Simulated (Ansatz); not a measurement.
Sc on the Al site + N vacancy (Sc_Al+V_N) in wurtzite AlN (start: the Al site; N 1.90 Å away; 96-site cell, 2×2×2 shifted sampling). Calculation: PBE, PAW (plane waves to 420 eV; Ansatz, a quantum-chemistry and plane-wave program). Total energies of the localised charge states, counted from that of charge +2, and their image corrections (point charge with alignment); the host's valence-band maximum lies at 6.942 eV on the cells' energy zero and its gap is 4.03 eV.

| charge | moment (μB) | E − E(first) (eV) | correction (eV) |
|---|---|---|---|
| +2 | 1.0 | 0.000 | 0.903 |
| +1 | not spin-polarised | 7.829 | 0.258 |
| 0 | 1.0 | 17.788 | 0.000 |
| −1 | 2.0 | 27.850 | 0.161 |

Task: Derive the transition levels above the valence-band maximum and say which of them are thermodynamic.

Result: A level is the Fermi energy at which two charges have equal formation energy: ε(q/q′) = [E(q′) + corr(q′) − E(q) − corr(q)] / (q − q′) − E_VBM.
ε(+2/+1) = [(7.829 + 0.258) − (0.000 + 0.903)] / 1 − 6.942 = 0.24 eV
ε(+1/0) = [(17.788 + 0.000) − (7.829 + 0.258)] / 1 − 6.942 = 2.76 eV
ε(0/−1) = [(27.850 + 0.161) − (17.788 + 0.000)] / 1 − 6.942 = 3.28 eV
Thermodynamic levels at least 0.1 eV inside the gap: (+2/+1) at 0.24 eV; (+1/0) at 2.76 eV; (0/−1) at 3.28 eV. They hold to tenths of an eV in this cell. Charges with a result: +2, +1, 0, −1. Others weren't obtained, and one of them could lie lower, also by skipping a charge. The geometries come from one start. Flagged in the runs: a host whose relaxation on this sampling wasn't shown to rest.
